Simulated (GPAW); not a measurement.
# Worked example: self-consistent single point of YZn (Fm-3m, 2 atoms in the cell) in GPAW

Level of theory: PBEsol, GPAW PAW datasets PBEsol (made by gpaw-setup) (plane waves; GPAW).

Input as run:

```python
from ase import Atoms
from ase.units import GPa
from gpaw import GPAW, PW, FermiDirac

atoms = Atoms(['Y', 'Zn'],
              cell=[[0.000000, 2.962985, 2.962985],
                    [2.962985, 0.000000, 2.962985],
                    [2.962985, 2.962985, 0.000000]],
              scaled_positions=[[0.000000, 0.000000, 0.000000],
                                [0.500000, 0.500000, 0.500000]],
              pbc=True)

calc = GPAW(mode=PW(850),
            xc='PBEsol',
            kpts=(13, 13, 13),
            occupations=FermiDirac(0.1),
            nbands=-6,
            convergence={'density': 1e-05},
            symmetry={'symmorphic': False, 'tolerance': 0.0005},
            maxiter=100,
            txt='-')

atoms.calc = calc

energy = atoms.get_potential_energy()
print('Energy (eV):', round(energy, 6))
forces = atoms.get_forces()
print('Forces (eV/Ang):')
print(forces.round(5))
stress = atoms.get_stress()
print('Stress (GPa, Voigt):', (stress / GPa).round(4))
```

Output (repeated stretches shortened):

```
Input parameters:
  convergence: {density: 1e-05}
  kpts: [13 13 13]
  maxiter: 100
  mode: {ecut: 850.0,
         name: pw}
  nbands: -6
  occupations: {fixmagmom: False,
                name: fermi-dirac,
                width: 0.1}
  symmetry: {symmorphic: False,
             tolerance: 0.0005}
  xc: PBEsol

species:
  Y:
    name: Yttrium
    Z: 39.0
    valence: 11
    core: 28
    charge: 0.0
    file: Y.PBEsol.gz

    # Using partial waves for Y as LCAO basis

  Zn:
    name: Zinc
    Z: 30.0
    valence: 12
    core: 18
    charge: 0.0
    file: Zn.PBEsol.gz

    # Using partial waves for Zn as LCAO basis

Reference energy: -140860.184332  # eV

Spin-paired calculation

Convergence criteria:
 Maximum [total energy] change in last 3 cyles: 0.0005 eV / valence electron
 Maximum integral of absolute [dens]ity change: 1e-05 electrons / valence electron
 Maximum integral of absolute [eigenst]ate change: 4e-08 eV^2 / valence electron
 Maximum number of scf [iter]ations: 100

Symmetries present (total): 48
Symmetries with fractional translations: 0
2197 k-points: 13 x 13 x 13 Monkhorst-Pack grid
84 k-points in the irreducible part of the Brillouin zone
       k-points in crystal coordinates                weights
   0:     0.00000000    0.00000000    0.00000000          1/2197
   1:     0.07692308    0.07692308    0.00000000          6/2197
   2:     0.07692308    0.07692308    0.07692308          8/2197
   [... 7 lines left out ...]
          ...
  83:     0.46153846    0.46153846    0.46153846          8/2197

Wave functions: Plane wave expansion
  Cutoff energy: 850.000 eV
  Number of coefficients (min, max): 2888, 2945
  Pulay-stress correction: 0.000000 eV/Ang^3 (de/decut=0.000000)

Occupation numbers: Fermi-Dirac:
  width: 0.1000  # eV

Eigensolver

Densities:
  Coarse grid: 30*30*30 grid
  Fine grid: 60*60*60 grid
  Total Charge: 0.000000

Density mixing:
  Method: separate
  Backend: pulay
  Linear mixing parameter: 0.05
  old densities: 5
  Damping of long wavelength oscillations: 50

Hamiltonian:
  XC and Coulomb potentials evaluated on a 60*60*60 grid
  External potential:
    NoExternalPotential

XC parameters: PBEsol with 2 nearest neighbor stencil

Number of atoms: 2
Number of atomic orbitals: 22
Number of bands in calculation: 17
Number of valence electrons: 23
Bands to converge: occupied

Density initialized from atomic densities
  17 bands from LCAO basis set

Atomic positions and initial magnetic moments

Positions:
   0 Y      0.000000    0.000000    0.000000    ( 0.0000,  0.0000,  0.0000)
   1 Zn     2.962985    2.962985    2.962985    ( 0.0000,  0.0000,  0.0000)

Unit cell:
           periodic     x           y           z      points  spacing
  1. axis:    yes    0.000000    2.962985    2.962985    30     0.1140
  2. axis:    yes    2.962985    0.000000    2.962985    30     0.1140
  3. axis:    yes    2.962985    2.962985    0.000000    30     0.1140

  Lengths:   4.190294   4.190294   4.190294
  Angles:   60.000000  60.000000  60.000000

Effective grid spacing dv^(1/3) = 0.1244

     iter     time        total  log10-change:
                         energy   eigst   dens
iter:   1 --:--:--    -6.984617
iter:   2 --:--:--    -6.992197   -0.77  -1.51
iter:   3 --:--:--    -6.827991   -1.10  -1.53
iter:   4 --:--:--    -7.013824   -1.04  -1.77
iter:   5 --:--:--    -6.881195   -2.20  -2.00
iter:   6 --:--:--    -6.822052   -1.47  -2.12
iter:   7 --:--:--    -6.822137   -2.65  -2.63
iter:   8 --:--:--    -6.817792c  -2.76  -2.48
iter:   9 --:--:--    -6.817734c  -2.81  -3.01
iter:  10 --:--:--    -6.817761c  -4.03  -2.95
iter:  11 --:--:--    -6.815921c  -3.34  -2.89
iter:  12 --:--:--    -6.816192c  -4.74  -3.21
iter:  13 --:--:--    -6.815986c  -4.19  -3.11
   [... 4 lines left out ...]
iter:  18 --:--:--    -6.815990c  -5.05  -3.80
iter:  19 --:--:--    -6.815977c  -6.52  -4.27
iter:  20 --:--:--    -6.815970c  -5.34  -4.42
iter:  21 --:--:--    -6.815965c  -6.62  -4.24
iter:  22 --:--:--    -6.815963c  -6.92  -4.44
iter:  23 --:--:--    -6.815962c  -7.80c -4.63
iter:  24 --:--:--    -6.815961c  -6.93  -4.68
iter:  25 --:--:--    -6.815961c  -7.60c -4.82
iter:  26 --:--:--    -6.815961c  -7.68c -5.17c

Converged after 26 iterations.

Dipole moment: (0.000000, -0.000000, 0.000000) |e|*Ang

Energy contributions relative to reference atoms: (reference = -140860.184332)

Kinetic:         -5.537504
Potential:       +6.263360
External:        +0.000000
XC:              -7.278761
Entropy (-ST):   -0.073105
Local:           -0.226503
SIC:             +0.000000
--------------------------
Free energy:     -6.852514
Extrapolated:    -6.815961

Showing only first 2 kpts
 Kpt  Band  Eigenvalues  Occupancy
  0     9     -1.06153    2.00000
  0    10      7.03097    0.00000
  0    11      7.03097    0.00000
  0    12      7.03097    0.00000

  1     9     -0.94050    2.00000
  1    10      6.89668    0.00000
  1    11      6.99359    0.00000
  1    12      6.99359    0.00000

Fermi level: 5.40341

No gap
No difference between direct/indirect transitions
Energy (eV): -6.815961

Forces in eV/Ang:
  0 Y     0.00000   -0.00000   -0.00000
  1 Zn    0.00000   -0.00000   -0.00000

Stress tensor:
     0.016286     0.000000     0.000000
     0.000000     0.016286    -0.000000
     0.000000    -0.000000     0.016286
Stress (GPa, Voigt): [ 2.6093  2.6093  2.6093 -0.      0.      0.    ]
```

The run converged in 26 iterations. GPAW prints stress with tension positive.

The starting cell comes from a database of computed structures (which also holds hypothetical and non-ambient phases and stackings), without a prior relaxation at this level.

Cost on one core of a shared machine: roughly 2 min.
